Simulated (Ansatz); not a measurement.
# CdSe, response to strain

Consider CdSe in the zinc blende structure (space group F-43m, No. 216).

```yaml
crystal:
  lattice:
    - [0.00000, 3.06666, 3.06666]
    - [3.06666, 0.00000, 3.06666]
    - [3.06666, 3.06666, 0.00000]
  atoms:
    - { symbol: Se, position: [0.75000, 0.75000, 0.75000] }
    - { symbol: Cd, position: [0.00000, 0.00000, 0.00000] }
```

Strains are applied to the cell and any free atomic positions relax.

The values are results of Kohn–Sham DFT with the r2SCAN functional, run in Ansatz (a program for electronic structure) with PAW and 500 eV plane waves, no spin-orbit coupling, earlier PAW set, not measurements.

```json
[
 {"isotropic strain (%)": "-0.59", "pressure (GPa)": "1.0"},
 {"isotropic strain (%)": "0", "pressure (GPa)": "0.0"},
 {"isotropic strain (%)": "0.56", "pressure (GPa)": "?"},
 {"isotropic strain (%)": "1.24", "pressure (GPa)": "-1.7"}
]
```

**Question.** Fit P = P₀ − Bδ with δ = (1 + ε)³ − 1 to the rows shown and predict the withheld row.

**Answer.** Least squares on the printed values gives P₀ = 0.1 GPa, B = 48.3 GPa (a mean over the range) (largest residual 0.1 GPa); this predicts -0.7 GPa, and the run gives -0.8 GPa, in agreement.

Stability against distortions was not tested.
